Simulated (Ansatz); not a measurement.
Input and output of a self-consistent single point for ZrTiCo₄ (P1, 6 atoms in the cell) (Ansatz, an electronic-structure program).

Computed with PBEsol, default PAW files made with PBE (plane waves; Ansatz).

```
ZrTiCo4
1.0
    0.00000     3.41147     3.41147
    3.41147     0.00000     3.41147
    3.41147     3.41147     0.00000
Zr Ti Co
1 1 4
Direct
  0.00370   0.00201   0.99531
  0.25039   0.24698   0.25418
  0.62755   0.62147   0.12743
  0.62026   0.11999   0.63069
  0.61858   0.63009   0.62695
  0.12953   0.62945   0.61544
```
Moments meant for the start (each program seeds them in its own way; μB, in the order of the atoms Zr Ti Co Co Co Co): 1.0 1.0 3.0 3.0 3.0 3.0.

Reference input (self-consistent single point, DFT, PBEsol, plane waves, default PAW files made with PBE): basis.ecutwfc = 420 eV; kpoints.mp_grid.grid = 5 5 5; hamiltonian.xc = pbesol; hamiltonian.pseudopotentials = {kind: paw} (the program's default PAW files); magnetization.spin_polarized = true; scf.occupations.method = methfessel_paxton; scf.occupations.width = 0.272 eV. This run's input differs from it in these lines:

Ansatz 0.2 input:
```diff
@@ -17,3 +17,3 @@
   mp_grid:
-    grid: [5, 5, 5]
+    grid: [6, 6, 6]
 hamiltonian:
@@ -27,3 +27,3 @@
     method: methfessel_paxton
-    width: 0.272
+    width: 0.1
 output:
```

Output, abridged:

```
SCF iter   1: F=—  HF=-26982.302475 eV  |F-HF|=—  |Δ(HF+E_count)|=         —  Δρ=2.71e-1 (↑2.71e-1 ↓9.98e-2)  dr2=1.83e1  dr2_m=2.38e1  M=4.056 μB ∫|m|=5.107 μB  β_m=0.30  ethr=3.10e-3  ⟨swp⟩=5.7  Hψ=43665  notcnv=0  defer=154
Mixer restart at iter 1: flushing history
all-band conjugate gradients solve this SCF's bands
preconditioner: auto → Kerker (q_TF=auto, 2.796 Å⁻¹)
   [... lines left out ...]
SCF iter  28: F=—  HF=-26976.422090 eV  |F-HF|=—  |Δ(HF+E_count)|=   1.01e-9  S|Δr|=    0.00e0  Δρ=9.47e-6 (↑4.99e-6 ↓9.47e-6)  dr2=1.37e-7  dr2_m=6.44e-9  M=2.139 μB ∫|m|=3.694 μB  β_m=0.41  ethr=2.58e-10  ⟨swp⟩=1.0  Hψ=12449  notcnv=0  defer=1861
SCF iter  29: F=-26976.422090 eV  HF=-26976.422090 eV  |F-HF|=1.42e-8  |Δ(HF+E_count)|=   5.49e-9  S|Δr|=    0.00e0  Δρ=4.03e-6 (↑1.89e-6 ↓4.03e-6)  dr2=1.74e-8  dr2_m=2.72e-9  M=2.139 μB ∫|m|=3.694 μB  ethr=1.09e-10  ⟨swp⟩=9.0  Hψ=46212  notcnv=0
SCF 1 converged in 29 iterations: F = -26976.422090 eV  dr2 = 1.74e-8
WARN: the starting moments were not kept: 2 of 6 ended reversed and 4 kept their direction, counting a site from 0.1 of the cell's largest site moment …
   [... lines left out ...]
Absolute magnetization: 3.6944 μB (∫|ρ↑−ρ↓|, with the PAW one-centre terms)
Free energy (F): -26976.422090 eV
Fermi energy:    17.142936 eV
   [... lines left out ...]
  atom   6  Co     0.06260663     0.02583309    -0.16638382
--- Stress (GPa, compression-positive) ---
       -9.860614       0.219905      -0.388472
        0.219905     -10.004846      -0.007050
       -0.388472      -0.007050      -9.903907
  P = ⅓ Tr σ = -9.9231 GPa (-99.231 kbar)
  The stress holds the Pulay correction. Without it, at fixed plane waves, as pw.x and ABINIT print it: P = -10.0360 GPa
```

The run converged in 29 iterations. Against the reference run the free energy rises by 1.6 meV/atom, the pressure moves little (-10.00 to -9.92 GPa), the largest force moves little (0.384 to 0.385 eV/Å) and the size of the net moment stays at 0.36 μB/atom.

The starting cell comes from a database of computed structures (which also holds hypothetical and non-ambient phases and stackings), without a prior relaxation at this level. Its atoms were displaced at random from the sites of space group no. 216. The moments shrank to a small part of their start, a low-spin state that need not be the lowest. The program warned that a starting moment was not kept. With a pressure of about -10 GPa the cell is away from its equilibrium volume at this level. Ansatz's pressure includes its estimate of the finite-basis (Pulay) stress.

Cost on one core of a shared machine: roughly 4 min.
